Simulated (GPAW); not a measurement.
## Worked example: self-consistent single point of FeAl (Pm-3m, 2 atoms in the cell) in GPAW

Computed with PBE, GPAW PAW datasets PBE (gpaw-data 1.0.1) (plane waves; GPAW 25.7.0).

The input file:

```python
from ase import Atoms
from ase.units import GPa
from gpaw import GPAW

atoms = Atoms(['Al', 'Fe'],
              cell=[[2.910000, 0.000000, 0.000000],
                    [0.000000, 2.910000, 0.000000],
                    [0.000000, 0.000000, 2.910000]],
              scaled_positions=[[0.500000, 0.500000, 0.500000],
                                [0.000000, 0.000000, 0.000000]],
              pbc=True)

calc = GPAW(mode={'name': 'pw', 'ecut': 850},
            xc='PBE',
            kpts=(11, 11, 11),
            occupations={'name': 'fermi-dirac', 'width': 0.1},
            nbands=-10,
            symmetry={'symmorphic': False, 'tolerance': 0.0005},
            maxiter=100,
            txt='-')

atoms.calc = calc

energy = atoms.get_potential_energy()
print('Energy (eV):', round(energy, 6))
forces = atoms.get_forces()
print('Forces (eV/Ang):')
print(forces.round(5))
stress = atoms.get_stress()
print('Stress (GPa, Voigt):', (stress / GPa).round(4))
```

Output, abridged:

```
Input parameters:
  kpts: [11 11 11]
  maxiter: 100
  mode: {ecut: 850,
         name: pw}
  nbands: -10
  occupations: {name: fermi-dirac,
                width: 0.1}
  symmetry: {symmorphic: False,
             tolerance: 0.0005}
  xc: PBE

species:
  Al:
    name: Aluminium
    Z: 13.0
    valence: 3
    core: 10
    charge: 0.0
    file: Al.PBE.gz

    # Using partial waves for Al as LCAO basis

  Fe:
    name: Iron
    Z: 26.0
    valence: 8
    core: 18
    charge: 0.0
    file: Fe.PBE.gz

    # Using partial waves for Fe as LCAO basis

Reference energy: -41222.877865  # eV

Spin-paired calculation

Convergence criteria:
 Maximum [total energy] change in last 3 cyles: 0.0005 eV / valence electron
 Maximum integral of absolute [dens]ity change: 0.0001 electrons / valence electron
 Maximum integral of absolute [eigenst]ate change: 4e-08 eV^2 / valence electron
 Maximum number of scf [iter]ations: 100

Symmetries present (total): 48
Symmetries with fractional translations: 0
1331 k-points: 11 x 11 x 11 Monkhorst-Pack grid
56 k-points in the irreducible part of the Brillouin zone
       k-points in crystal coordinates                weights
   0:     0.00000000    0.00000000    0.00000000          1/1331
   1:     0.09090909    0.00000000    0.00000000          6/1331
   2:     0.09090909    0.09090909    0.00000000         12/1331
   [... 7 lines left out ...]
          ...
  55:     0.45454545    0.45454545    0.45454545          8/1331

Wave functions: Plane wave expansion
  Cutoff energy: 850.000 eV
  Number of coefficients (min, max): 1357, 1410
  Pulay-stress correction: 0.000000 eV/Ang^3 (de/decut=0.000000)

Occupation numbers: Fermi-Dirac:
  width: 0.1000  # eV

Eigensolver

Densities:
  Coarse grid: 20*20*20 grid
  Fine grid: 40*40*40 grid
  Total Charge: 0.000000

Density mixing:
  Method: separate
  Backend: pulay
  Linear mixing parameter: 0.05
  old densities: 5
  Damping of long wavelength oscillations: 50

Hamiltonian:
  XC and Coulomb potentials evaluated on a 40*40*40 grid
  External potential:
    NoExternalPotential

XC parameters: PBE with 2 nearest neighbor stencil

Number of atoms: 2
Number of atomic orbitals: 13
Number of bands in calculation: 15
Number of valence electrons: 11
Bands to converge: occupied

Density initialized from atomic densities
  13 bands from LCAO basis set
  2 bands from random numbers

Atomic positions and initial magnetic moments

Positions:
   0 Al     1.455000    1.455000    1.455000    ( 0.0000,  0.0000,  0.0000)
   1 Fe     0.000000    0.000000    0.000000    ( 0.0000,  0.0000,  0.0000)

Unit cell:
           periodic     x           y           z      points  spacing
  1. axis:    yes    2.910000    0.000000    0.000000    20     0.1455
  2. axis:    yes    0.000000    2.910000    0.000000    20     0.1455
  3. axis:    yes    0.000000    0.000000    2.910000    20     0.1455

  Lengths:   2.910000   2.910000   2.910000
  Angles:   90.000000  90.000000  90.000000

Effective grid spacing dv^(1/3) = 0.1455

     iter     time        total  log10-change:
                         energy   eigst   dens
iter:   1 --:--:--   -13.375536
iter:   2 --:--:--   -13.371231   -1.03  -1.25
iter:   3 --:--:--   -13.350440   -1.97  -1.26
iter:   4 --:--:--   -13.375787   -2.33  -1.34
iter:   5 --:--:--   -13.367404   -2.25  -1.63
iter:   6 --:--:--   -13.368744   -3.82  -2.00
iter:   7 --:--:--   -13.356986   -3.04  -1.96
iter:   8 --:--:--   -13.356900   -4.57  -2.80
iter:   9 --:--:--   -13.356905c  -5.56  -3.28
iter:  10 --:--:--   -13.356885c  -5.81  -3.17
iter:  11 --:--:--   -13.356895c  -6.14  -3.56
iter:  12 --:--:--   -13.356887c  -6.81  -3.60
iter:  13 --:--:--   -13.356886c  -8.03c -4.08c

Converged after 13 iterations.

Dipole moment: (0.000000, 0.000000, -0.000000) |e|*Ang

Energy contributions relative to reference atoms: (reference = -41222.877865)

Kinetic:        +10.241695
Potential:       -6.803350
External:        +0.000000
XC:             -16.836691
Entropy (-ST):   -0.099179
Local:           +0.091049
SIC:             +0.000000
--------------------------
Free energy:    -13.406476
Extrapolated:   -13.356886

Showing only first 2 kpts
 Kpt  Band  Eigenvalues  Occupancy
  0     3      9.10628    0.39970
  0     4      9.10628    0.39970
  0     5      9.10628    0.39970
  0     6     15.17679    0.00000

  1     3      9.01228    0.78004
  1     4      9.01228    0.78004
  1     5      9.11591    0.36978
  1     6     14.01086    0.00000

Fermi level: 8.96756

No gap
No difference between direct/indirect transitions
Energy (eV): -13.356886

Forces in eV/Ang:
  0 Al   -0.00000    0.00000   -0.00000
  1 Fe    0.00000    0.00000    0.00000

Stress tensor:
     0.034392    -0.000000     0.000000
    -0.000000     0.034392     0.000000
     0.000000     0.000000     0.034392
Stress (GPa, Voigt): [ 5.5102  5.5102  5.5102  0.      0.     -0.    ]
```

The run converged in 13 iterations. GPAW prints stress with tension positive.

The starting cell has typed, rounded lattice constants, without a prior relaxation at this level. Spin polarisation is off. With a pressure of about -6 GPa the cell is away from its equilibrium volume at this level.
